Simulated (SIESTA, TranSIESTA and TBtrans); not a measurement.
# Ru chain with one N atom inserted

Device: Ru chain with one N atom inserted. Leads: straight Ru chain, spacing 2.25 Å. Geometry: 3 atoms about the centre moved by SIESTA (PBE, DZP) to a largest force of 0.00 eV/Å, all others as built, motion along the axis alone. Transport runs along z; the first 6 and the last 6 of the 21 atoms are the lead cells, repeated to infinity.

```xyz
21
Lattice="9.000 0.000 0.000 0.000 9.000 0.000 0.000 0.000 46.300" Properties=species:S:1:pos:R:3 pbc="F F T"
Ru     4.500     4.500     0.000
Ru     4.500     4.500     2.250
Ru     4.500     4.500     4.500
Ru     4.500     4.500     6.750
Ru     4.500     4.500     9.000
Ru     4.500     4.500    11.250
Ru     4.500     4.500    13.500
Ru     4.500     4.500    15.750
Ru     4.500     4.500    18.000
Ru     4.500     4.500    20.232
N      4.500     4.500    22.029
Ru     4.500     4.500    23.822
Ru     4.500     4.500    26.050
Ru     4.500     4.500    28.300
Ru     4.500     4.500    30.550
Ru     4.500     4.500    32.800
Ru     4.500     4.500    35.050
Ru     4.500     4.500    37.300
Ru     4.500     4.500    39.550
Ru     4.500     4.500    41.800
Ru     4.500     4.500    44.050
```
Starting moments (μB): atom 7 +1.5, atom 8 +1.5, atom 9 +1.5, atom 10 +1.5, atom 11 +1, atom 12 +1.5, atom 13 +1.5, atom 14 +1.5, atom 15 +1.5; lead atoms +1.5 (left) and +1.5 (right).

Computed with TranSIESTA and TBtrans, PBE, DZP numerical orbitals (energy shift 0.15 eV), PseudoDojo norm-conserving scalar-relativistic potentials, mesh cutoff 200 Ry, 300 K, spin-polarised (collinear), no spin-orbit coupling; self-consistent non-equilibrium Green functions.

| Property | Value |
|---|---|
| Conductance at 300 K (G0 = 2e²/h) | 2.87 |
| Mean T from −0.5 to 0.5 eV | 2.87 |

Energies count from the leads' Fermi level. Transmissions are for each spin. The energy step is 0.01 eV; narrower resonances are cut or missed.

| E (eV) | T up | T down | lead channels up | down |
|---|---|---|---|---|
| -2.00 | 2.78 | 2.46 | 3 | 3 |
| -1.80 | 2.83 | 2.49 | 3 | 3 |
| -1.60 | 2.89 | 2.53 | 6 | 3 |
| -1.40 | 2.90 | 2.58 | 6 | 3 |
| -1.20 | 2.92 | 2.65 | 6 | 3 |
| -1.00 | 2.92 | 2.71 | 6 | 4 |
| -0.80 | 2.93 | 2.72 | 6 | 4 |
| -0.60 | 2.93 | 2.72 | 6 | band edge |
| -0.40 | 2.93 | 2.73 | 4 | 6 |
| -0.20 | 2.94 | 2.76 | 4 | 6 |
| 0.00 | 2.95 | 2.79 | 4 | 6 |
| 0.20 | 2.96 | 2.81 | 4 | 6 |
| 0.40 | 2.98 | 2.83 | 4 | 6 |
| 0.60 | 2.98 | 2.85 | 4 | 6 |
| 0.80 | 2.98 | 2.87 | 4 | 4 |
| 1.00 | 2.96 | 2.90 | 4 | 4 |
| 1.20 | 2.87 | 2.93 | 3 | 4 |
| 1.40 | 2.55 | 2.95 | 3 | 4 |
| 1.60 | 2.04 | 2.97 | 3 | 4 |
| 1.80 | 0.58 | 2.98 | 1 | 4 |
| 2.00 | 0.54 | 2.99 | 1 | 3 |

The magnetic order of the leads was set by the start, and no other order was tried; the separate lead runs end at 1.33 (left) and 1.33 (right) μB an atom. The straight chain is held at its spacing; free chains may zigzag or dimerise.
